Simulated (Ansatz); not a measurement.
Levels about the gap of amorphous In9Ga9Zn9O39Sc2 (68 atoms in a cell of 859 Å³, 5.73 g/cm³; zone centre alone, so wide bands show as single levels with stretches between that a denser mesh fills), at the geometry that PBE relaxed, where it gives 2.7 GPa on a denser mesh. The participation number counts the atoms over which a state spreads; weights are charges in smoothed Voronoi cells. The levels come from a single point, so bond lengths are those of that geometry. Method of the levels: r2SCAN, scalar-relativistic without spin-orbit coupling (Ansatz, a first-principles code). Sampling: the zone centre alone; Fermi-Dirac width 0.02 eV; no spin polarisation. At PBE the levels at the filled edge of the gap are localised (band-tail or defect states), and the nearest spread-out levels lie 1.3 eV apart at the zone centre.

It comes from a melt-quench run on a machine-learned potential (CHGNet), relaxed afterwards by DFT. O atoms were pushed apart under 1.9 Å during the dynamics, to hinder bonds among them. The hot cell started wider than the set density and was brought back towards it in steps. It is the lowest in DFT energy of 2 quenches. It is a model cell: composition and starting density were chosen by hand, and all elements were melted together. No dispersion term was used. Its density started from a set value of 5.73 and ended at 5.73 g/cm³. The quench (nominally 210 K/ps over its main leg) was far faster than any real one, so the model tends to hold more defects than a real film. A cell of this size samples the disorder only roughly. The volume was held where the preparation left it and the shape relaxed, at a PBE pressure of 2.7 GPa. Stress components on the final sampling reach 2.8 GPa.

```json
[
 {"E - E(highest filled), eV": "-0.47", "filling": "filled", "participation number": "21.0", "largest on": "O, 3 neighbours", "weight O": "0.83", "weight In": "0.02", "weight Zn": "0.12", "weight Sc": "0.00"},
 {"E - E(highest filled), eV": "-0.44", "filling": "filled", "participation number": "23.3", "largest on": "O, 3 neighbours", "weight O": "0.82", "weight In": "0.02", "weight Zn": "0.14", "weight Sc": "0.00"},
 {"E - E(highest filled), eV": "-0.43", "filling": "filled", "participation number": "25.5", "largest on": "O, 3 neighbours", "weight O": "0.86", "weight In": "0.02", "weight Zn": "0.10", "weight Sc": "0.01"},
 {"E - E(highest filled), eV": "-0.37", "filling": "filled", "participation number": "19.7", "largest on": "O, 3 neighbours", "weight O": "0.86", "weight In": "0.02", "weight Zn": "0.09", "weight Sc": "0.01"},
 {"E - E(highest filled), eV": "-0.31", "filling": "filled", "participation number": "21.2", "largest on": "O, 4 neighbours", "weight O": "0.87", "weight In": "0.02", "weight Zn": "0.08", "weight Sc": "0.01"},
 {"E - E(highest filled), eV": "-0.15", "filling": "filled", "participation number": "8.9", "largest on": "O, 3 neighbours", "weight O": "0.84", "weight In": "0.02", "weight Zn": "0.13", "weight Sc": "0.00"},
 {"E - E(highest filled), eV": "0.00", "filling": "filled", "participation number": "6.6", "largest on": "O, 4 neighbours", "weight O": "0.87", "weight In": "0.01", "weight Zn": "0.09", "weight Sc": "0.02"},
 {"E - E(highest filled), eV": "1.47", "filling": "empty", "participation number": "61.2", "largest on": "In, 5 neighbours", "weight O": "0.52", "weight In": "0.20", "weight Zn": "0.15", "weight Sc": "0.01"},
 {"E - E(highest filled), eV": "3.81", "filling": "empty", "participation number": "26.9", "largest on": "In, 5 neighbours", "weight O": "0.56", "weight In": "0.30", "weight Zn": "0.06", "weight Sc": "0.02"},
 {"E - E(highest filled), eV": "4.10", "filling": "empty", "participation number": "35.7", "largest on": "In, 5 neighbours", "weight O": "0.52", "weight In": "0.24", "weight Zn": "0.09", "weight Sc": "0.07"},
 {"E - E(highest filled), eV": "4.20", "filling": "empty", "participation number": "33.3", "largest on": "In, 5 neighbours", "weight O": "0.56", "weight In": "0.27", "weight Zn": "0.08", "weight Sc": "0.03"},
 {"E - E(highest filled), eV": "4.36", "filling": "empty", "participation number": "34.7", "largest on": "In, 6 neighbours", "weight O": "0.55", "weight In": "0.18", "weight Zn": "0.18", "weight Sc": "0.03"},
 {"E - E(highest filled), eV": "4.50", "filling": "empty", "participation number": "19.5", "largest on": "Sc, 6 neighbours", "weight O": "0.48", "weight In": "0.27", "weight Zn": "0.05", "weight Sc": "0.15"},
 {"E - E(highest filled), eV": "4.63", "filling": "empty", "participation number": "31.5", "largest on": "In, 6 neighbours", "weight O": "0.53", "weight In": "0.25", "weight Zn": "0.05", "weight Sc": "0.06"}
]
```

Most localised among these is the filled level at +0.00 eV, on a O atom, which has 4 neighbours (Sc 2.01 Å, In 2.16 Å, Zn 2.17 Å, In 2.51 Å).
